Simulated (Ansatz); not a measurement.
Where the default PAW files enter, the runs use the earlier of Ansatz's two default sets.

Data:

```
CELL_PARAMETERS angstrom
      4.91497     0.00000     0.00000
      0.00000     5.43130     0.00000
      2.45748     0.00000     4.25649
ATOMIC_POSITIONS crystal
  Si 0.46891 0.00000 0.53109
  Si 0.00000 0.66667 0.46891
  Si 0.53109 0.33333 0.00000
  O  0.58661 0.21511 0.26922
  O  0.14417 0.88178 0.58661
  O  0.26922 0.54844 0.14417
  O  0.73078 0.78489 0.41339
  O  0.41339 0.11822 0.85583
  O  0.85583 0.45156 0.73078
```

Space group of this cell: P3_121. The cell is taken as given.

The numbers are results of r2SCAN (plane waves, PAW; Ansatz, an electronic-structure program), not measurements.

The current runs along the normal of the first two printed vectors; no spin-orbit coupling. Scaled by the factor s: all lengths (ions clamped). Meshes 8×6×8 and 6×6 across the current in all rows.

| s | mean pressure (GPa) | slowest mid-gap decay constant κ (1/Å) |
|---|---|---|
| 0.98 | 13.8 | ? |
| 1.00 | 0.1 | 0.508 |
| 1.02 | -10.6 | 0.488 |

Task: Take the slope of the slowest mid-gap decay constant κ against ln s from the two given rows, extrapolate to s = 0.98, and say what the run there gives.

Result: Slope = (0.488 − 0.508) / ln 1.02 = -1.01 1/Å. The line gives 0.508 + (-1.01) × ln 0.98 = 0.528 1/Å. The run gives 0.528 1/Å, as the line does.
